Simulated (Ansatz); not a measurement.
A set of cells, compared by their Bader charge of Ga.

Cell A: GaAs (zinc blende, F-43m), 2 atoms in the cell, k-point mesh 10×10×10 on the run's own vectors.
```cif
data_AsGa
_chemical_formula_sum 'Ga1 As1'
_space_group_name_H-M_alt 'P 1'
_space_group_IT_number 1
_cell_length_a 4.06362
_cell_length_b 4.06362
_cell_length_c 4.06362
_cell_angle_alpha 60.000
_cell_angle_beta 60.000
_cell_angle_gamma 60.000
loop_
_space_group_symop_operation_xyz
  'x, y, z'
loop_
_atom_site_label
_atom_site_type_symbol
_atom_site_fract_x
_atom_site_fract_y
_atom_site_fract_z
_atom_site_occupancy
Ga1 Ga 0.00000 0.00000 0.00000 1
As1 As 0.25000 0.25000 0.25000 1
```

Cell B: GaN (wurtzite, P6₃mc), 4 atoms in the cell, k-point mesh 12×12×8 on the run's own vectors.
```
GaN
1.0
    3.21864     0.00000     0.00000
   -1.60932     2.78742     0.00000
    0.00000     0.00000     5.24349
Ga N
2 2
Direct
  0.66667   0.33333   0.49912
  0.33333   0.66667   0.99912
  0.66667   0.33333   0.87588
  0.33333   0.66667   0.37588
```

Plane-wave PAW calculations with Ansatz (an electronic-structure program), its PAW set soft_1, cutoff 420 eV. The structures are at rest with PBE. Neutral cells; Fermi-Dirac smearing of at most 0.05 eV in the solids, energies taken to zero width. A dispersion term ran beside these levels; it doesn't touch the electrons. Electrons of density maxima off the nuclei are shared among the atoms. Mean over the atoms, with the range where they differ; positive means electrons lost.

Task: Give the Bader charge of Ga (e) at the level PBE, cell by cell.

Result: 
| system | PBE |
|---|---|
| A | 0.68 |
| B | 1.56 |

With PBE the value of B exceeds that of A by 0.88 e.
